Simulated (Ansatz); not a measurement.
Ga₂O₃ (model structure, started from the Al2S3 type, Cc, No. 9, 10 atoms in the cell), treated with PBEsol (Ansatz, an electronic-structure program, plane waves, PAW).

Numerical settings: plane-wave cutoff 520 eV, 8×8×8 k mesh, Fermi–Dirac smearing 0.01 eV, scalar-relativistic PAW data made under PBE.

Cell (relaxed at this level):

Space group Cc (No. 9); a = 9.548 Å, b = 5.879 Å, c = 5.248 Å, α = 90.00°, β = 115.00°, γ = 90.00°

| atom | site | symmetry | x | y | z |
|---|---|---|---|---|---|
| Ga | 4a | 1 | 0.4253 | 0.3738 | 0.0239 |
| Ga | 4a | 1 | 0.2662 | 0.1025 | 0.4258 |
| O | 4a | 1 | 0.3400 | 0.6229 | 0.1291 |
| O | 4a | 1 | 0.1268 | 0.0587 | 0.6066 |
| O | 4a | 1 | 0.3832 | 0.1249 | 0.1896 |
(The calculation used a cell of 10 atoms; values per cell refer to that cell.)

Problem. What does this level give for the band gap?

Solution. 
* **band gap**: 2.42 eV (on the SCF k mesh)

Note: the relaxation could raise the start's symmetry but not lower it, so the cell can be a saddle point.

Spin–orbit coupling is not included.

Computed values are for the static lattice.

A model structure was made by putting elements into a prototype or built by hand; it is no filed structure, need not be a known phase, and can be a saddle point held by its symmetry.
